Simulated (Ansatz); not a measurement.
NiAs-type NiSb, equilibrium lattice constant a

Reference value: 3.946 Å (measured, temperature not stated, no zero-point or thermal correction; as tabulated in Wikipedia's data pages).

```json
[
 {"level (code)": "LDA (Ansatz)", "value (Å)": "3.879"},
 {"level (code)": "PBE (Ansatz)", "value (Å)": "3.975"},
 {"level (code)": "PBE-D4 (Ansatz)", "value (Å)": "3.923"},
 {"level (code)": "r²SCAN+SOC (Ansatz)", "value (Å)": "…"},
 {"level (code)": "Hartree–Fock (Ansatz)", "value (Å)": "3.899"}
]
```

Some entries are withheld; supply them.


- r²SCAN+SOC (Ansatz, a first-principles code), value (Å): 3.931

Differences against the reference: LDA -1.70 %, PBE +0.73 %, PBE-D4 -0.58 %, r²SCAN+SOC -0.38 %, Hartree–Fock -1.19 %.

The reference's temperature isn't stated, so close values are not ranked against it.

The measured value isn't corrected to a static lattice, so vibrations enter the comparison. The crystal itself was run without spin with LDA, PBE, PBE-D4, Hartree–Fock; a magnetic state was not tried in these runs. Hartree–Fock: the run has no spin polarisation, so it can have missed a magnetic state. Cutoffs and k meshes differ between the levels. Ansatz's density-functional and Hartree–Fock values are scalar-relativistic unless marked +SOC, with PAW data made under PBE.

Differences are worked out from the printed values.
